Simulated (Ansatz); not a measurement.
Phonon-limited resistivity of Mo₃Ge (Pm-3n) against temperature in μΩ·cm, PBEsol, DFPT electron-phonon coupling, linearised Boltzmann equation (Ansatz, an electronic-structure program), harmonic crystal at a fixed cell.

| T | ρ |
|---|---|
| 50 K | 0.32 |
| 77 K | 1.54 |
| 100 K | 3.0 |
| 150 K | ? |
| 200 K | ? |
| 250 K | 13.1 |
| 273 K | 14.6 |
| 300 K | 16.2 |
| 350 K | 19.2 |
| 400 K | 22 |
| 500 K | 28 |
| 600 K | 34 |
| 800 K | 45 |

Task: What belongs in the gaps?

Result: 
- 150 K, ρ: 6.5
- 200 K, ρ: 9.9

A metal at this level (no band gap). Only scattering by harmonic phonons is included (no impurities, grain boundaries, electron-electron scattering or thermal expansion). Spin-orbit coupling is left out. Halving the electron mesh (20x20x20) moves the resistivity by up to 14 %. Smearing 0.20 eV; phonons on a 3x3x3 q mesh, which this run doesn't test and which matters most at low temperature.

Computed structure with no diffraction record at hand here (it may be known, metastable or hypothetical): Mo3Ge (Pm-3n).
